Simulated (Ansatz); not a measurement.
Base system: Mg₂Sn (space group Fm-3m, No. 225; a = 6.818 Å; relaxed with 0.1 eV smearing). Axes: x, y, z lie along the cube axes.

Level of theory: PBE in Ansatz (plane waves to 420 eV, PAW, without spin-orbit coupling).

The change: the cell is scaled by 1.0200 in all directions, atoms relaxed at fixed cell.

Problem. Predict the stress tensor and what it implies for the stiffness.

Solution. Stress of the strained cell less that of the base (GPa, compression positive):
```
   -2.1     0.0     0.0
    0.0    -2.1     0.0
    0.0     0.0    -2.1
```

Then B = −ΔP/(ΔV/V₀) with ΔV/V₀ = 0.0612 gives secant stiffness values (nonlinear terms included at this strain): B ≈ 34 GPa.

As a check, the harmonic strain energy −½ V₀ Δσ:ε is 10 meV/atom; the computed energy rise is 11 meV/atom.

Stability against distortions was not tested.

Ansatz is a first-principles code.
